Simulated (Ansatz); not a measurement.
Phonon-limited resistivity of Cr2C (P-3m1) against temperature in μΩ·cm, PBEsol, DFPT electron-phonon coupling, linearised Boltzmann equation (Ansatz, a program for electronic structure), harmonic crystal at a fixed cell. x, y and z are the axes of this cell:
```
Cr2C
1.0
    2.79727     0.00000     0.00000
   -1.39864     2.42251     0.00000
    0.00000     0.00000     4.21341
Cr C
2 1
Direct
  0.66667   0.33333   0.24694
  0.33333   0.66667   0.75306
  0.00000   0.00000   0.50000
```

| T | ρ (x, y) | ρ (z) |
|---|---|---|
| 50 K | 0.072 | 0.050 |
| 77 K | 0.54 | 0.35 |
| 100 K | 1.39 | ? |
| 150 K | 4.2 | 2.5 |
| 200 K | ? | 4.3 |
| 250 K | ? | 6.2 |
| 273 K | 11.9 | 7.0 |
| 300 K | 13.5 | 8.0 |
| 350 K | 16.6 | 9.9 |
| 400 K | 19.6 | 11.7 |
| 500 K | 25 | 15.4 |
| 600 K | 31 | 19.1 |
| 800 K | 43 | 26 |

Q: Fill in the missing entries.

A: 
- 100 K, ρ (z): 0.86
- 200 K, ρ (x, y): 7.3
- 250 K, ρ (x, y): 10.4

A metal at this level (no band gap). Only scattering by harmonic phonons is included (no impurities, grain boundaries, electron-electron scattering or thermal expansion). Spin-orbit coupling is left out. Halving the electron mesh (36x36x20) moves the resistivity by up to 3 %. Smearing 0.20 eV; phonons on a 6x6x3 q mesh, which this run doesn't test and which matters most at low temperature.

Computed structure, not matched to a measured one here, so possibly hypothetical: Cr2C (P-3m1). Treated as nonmagnetic (a ferromagnetic start lost its moment, other orders weren't tried): Cr2C (P-3m1).
